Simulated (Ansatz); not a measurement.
## BN: energy against volume

BN (zinc blende, F-43m, 5.953 Å³/atom and stress up to 0.01 GPa in the relaxed cell, cube axes along x, y and z) under an equal strain ε along all three axes. PBE in Ansatz, a plane-wave DFT program (PAW, default set), 420 eV, 16×16×16 Γ-centred mesh, Fermi-Dirac smearing 0.05 eV; ions are relaxed, or left where forces stay under 0.02 eV/Å, within the symmetry of each cell.

Here V stands for volume and E for E less E0.

| volume (Å³/atom) | E less E0 (meV/atom) | pressure (GPa) |
|---|---|---|
| 5.4329 | ? | ? |
| 5.6027 | 26.21 | 25.16 |
| 5.6889 | 14.52 | 18.31 |
| 5.7760 | 6.35 | 11.84 |
| 5.8639 | 1.59 | 5.74 |
| 5.9528 | 0.00 | 0.00 |
| 6.0425 | 1.52 | -5.40 |
| 6.1332 | 6.01 | -10.49 |
| 6.2247 | 13.39 | -15.27 |
| 6.3171 | 23.54 | -19.76 |

Taking the third-order Birch-Murnaghan form, a cubic in V^(-2/3) for E over the 9 complete rows: With u = V^(-2/3) - 0.305, the rows have u = 0.012007, 0.008796, 0.005634, 0.002522, -0.000548, -0.003568, -0.006547, -0.009479, -0.012368. Least squares gives E = 0.039 + 184.67·u + 167264·u² - 99543·u³. Residuals (row less fit): 0.012, -0.017, -0.021, 0.023, 0.012, 0.006, -0.017, -0.012, 0.011; standard error 0.021 (degrees of freedom: 5). Its minimum lies at u = -0.000552, so V0 = (0.304448)^(-3/2) = 5.953. There d²E/du² = 334900 and d³E/du³ = -597300, so B0 = (4/9) × 5.953^(-7/3) × 334900 × 0.160218 = 371 GPa (the last factor turns the table's units into GPa), and B0' = 4 + (2/3) × 0.304448 × (-597300)/334900 = 3.6. B0' rests on the cubic coefficient alone and has a standard error of 0.1 from these residuals.

Question: What does the fit predict for E at V = 5.4329, and how far is the calculated value from it?

Answer: u = 0.018578, so E = 0.039 + 184.67 × 0.018578 + 167264 × 0.018578² - 99543 × 0.018578³ = 60.561 meV/atom. The calculation gives 60.65 meV/atom, 0.089 meV/atom above the prediction (0.1 % of the range of E in the table). The row lies outside the fitted rows, so this is an extrapolation. From the scatter of the fitted rows alone, a prediction at this place has a standard error of 0.099 meV/atom, so the miss is 0.9 times that.

Other structures, which can take over under pressure, weren't tried. The same form fitted to the pressure column gives B0' = 3.7; series where the two differ by over 0.4 aren't shown. Rows are the converged runs of the series near zero and its far end, less any whose ions stayed unrelaxed beside relaxed ones; series whose fitted rows scatter by over a few per cent of the range, as at a crossing or softening among them, aren't shown in this form.
